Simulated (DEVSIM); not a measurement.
Structure: W/SiO2/p-GaSb capacitor, at 400 K.

```csv
layer (left to right),material,thickness (nm),Na (cm⁻³)
1,SiO2,3.10,-
2,GaSb,830,1e17
```

Metal gate on the left, work function 4.6 eV. Fixed charge at the semiconductor interface 0 cm⁻² (in units of +e); no interface traps.

Constants are typed, rounded textbook-type inputs, not results; the design itself was drawn at random and stands for no fabricated device. Values at 300 K; Nc and Nv go as T^1.5, mobilities as T to minus their exponent, the gap by Varshni's rule with the affinity fixed.

```csv
parameter,SiO2,GaSb
gap (eV),9,0.726
affinity (eV),0.9,4.06
permittivity,3.9,15.7
Nc (cm⁻³),-,2.1e17
Nv (cm⁻³),-,1.8e19
Varshni α (eV/K),-,0.00042
Varshni β (K),-,140
```

Model (solved in DEVSIM): 1D Poisson equation in equilibrium, Boltzmann statistics, complete ionisation; no quantum confinement or tunnelling. Metal contacts follow the ideal Schottky-Mott rule: no Fermi-level pinning, no interface dipoles.

### Question
Tabulate band edges, carrier densities and field at 0.4 V on the gate.

### Answer
Energies count from the Fermi level of the right contact; mesh points crowd at the junctions.

```json
[
 {"x (μm)": "0.000", "Ec (eV)": "3.300", "Ev (eV)": "-5.700", "n (cm⁻³)": "< 1e2", "p (cm⁻³)": "< 1e2", "field (V/cm)": "290000"},
 {"x (μm)": "0.0007697", "Ec (eV)": "3.322", "Ev (eV)": "-5.678", "n (cm⁻³)": "< 1e2", "p (cm⁻³)": "< 1e2", "field (V/cm)": "290000"},
 {"x (μm)": "0.001653", "Ec (eV)": "3.348", "Ev (eV)": "-5.652", "n (cm⁻³)": "< 1e2", "p (cm⁻³)": "< 1e2", "field (V/cm)": "290000"},
 {"x (μm)": "0.002511", "Ec (eV)": "3.373", "Ev (eV)": "-5.627", "n (cm⁻³)": "< 1e2", "p (cm⁻³)": "< 1e2", "field (V/cm)": "290000"},
 {"x (μm)": "0.003568", "Ec (eV)": "0.234", "Ev (eV)": "-0.454", "n (cm⁻³)": "3.7e14", "p (cm⁻³)": "5.3e13", "field (V/cm)": "72000"},
 {"x (μm)": "0.004934", "Ec (eV)": "0.243", "Ev (eV)": "-0.444", "n (cm⁻³)": "2.8e14", "p (cm⁻³)": "7.0e13", "field (V/cm)": "71000"},
 {"x (μm)": "0.007635", "Ec (eV)": "0.262", "Ev (eV)": "-0.425", "n (cm⁻³)": "1.6e14", "p (cm⁻³)": "1.2e14", "field (V/cm)": "67000"},
 {"x (μm)": "0.01476", "Ec (eV)": "0.307", "Ev (eV)": "-0.380", "n (cm⁻³)": "4.4e13", "p (cm⁻³)": "4.5e14", "field (V/cm)": "59000"},
 {"x (μm)": "0.02551", "Ec (eV)": "0.364", "Ev (eV)": "-0.323", "n (cm⁻³)": "8.3e12", "p (cm⁻³)": "2.3e15", "field (V/cm)": "47000"},
 {"x (μm)": "0.04525", "Ec (eV)": "0.436", "Ev (eV)": "-0.252", "n (cm⁻³)": "1.0e12", "p (cm⁻³)": "1.9e16", "field (V/cm)": "26000"},
 {"x (μm)": "0.08153", "Ec (eV)": "0.485", "Ev (eV)": "-0.203", "n (cm⁻³)": "2.5e11", "p (cm⁻³)": "7.7e16", "field (V/cm)": "5000"},
 {"x (μm)": "0.1811", "Ec (eV)": "0.494", "Ev (eV)": "-0.194", "n (cm⁻³)": "2.0e11", "p (cm⁻³)": "1.0e17", "field (V/cm)": "18"},
 {"x (μm)": "0.3312", "Ec (eV)": "0.494", "Ev (eV)": "-0.194", "n (cm⁻³)": "2.0e11", "p (cm⁻³)": "1.0e17", "field (V/cm)": "≈ 0"},
 {"x (μm)": "0.5473", "Ec (eV)": "0.494", "Ev (eV)": "-0.194", "n (cm⁻³)": "2.0e11", "p (cm⁻³)": "1.0e17", "field (V/cm)": "≈ 0"},
 {"x (μm)": "0.7068", "Ec (eV)": "0.494", "Ev (eV)": "-0.194", "n (cm⁻³)": "2.0e11", "p (cm⁻³)": "1.0e17", "field (V/cm)": "≈ 0"},
 {"x (μm)": "0.7649", "Ec (eV)": "0.494", "Ev (eV)": "-0.194", "n (cm⁻³)": "2.0e11", "p (cm⁻³)": "1.0e17", "field (V/cm)": "≈ 0"},
 {"x (μm)": "0.7978", "Ec (eV)": "0.494", "Ev (eV)": "-0.194", "n (cm⁻³)": "2.0e11", "p (cm⁻³)": "1.0e17", "field (V/cm)": "≈ 0"},
 {"x (μm)": "0.8144", "Ec (eV)": "0.494", "Ev (eV)": "-0.194", "n (cm⁻³)": "2.0e11", "p (cm⁻³)": "1.0e17", "field (V/cm)": "≈ 0"},
 {"x (μm)": "0.8254", "Ec (eV)": "0.494", "Ev (eV)": "-0.194", "n (cm⁻³)": "2.0e11", "p (cm⁻³)": "1.0e17", "field (V/cm)": "≈ 0"},
 {"x (μm)": "0.8295", "Ec (eV)": "0.494", "Ev (eV)": "-0.194", "n (cm⁻³)": "2.0e11", "p (cm⁻³)": "1.0e17", "field (V/cm)": "≈ 0"},
 {"x (μm)": "0.8317", "Ec (eV)": "0.494", "Ev (eV)": "-0.194", "n (cm⁻³)": "2.0e11", "p (cm⁻³)": "1.0e17", "field (V/cm)": "≈ 0"},
 {"x (μm)": "0.8331", "Ec (eV)": "0.494", "Ev (eV)": "-0.194", "n (cm⁻³)": "2.0e11", "p (cm⁻³)": "1.0e17", "field (V/cm)": "≈ 0"}
]
```
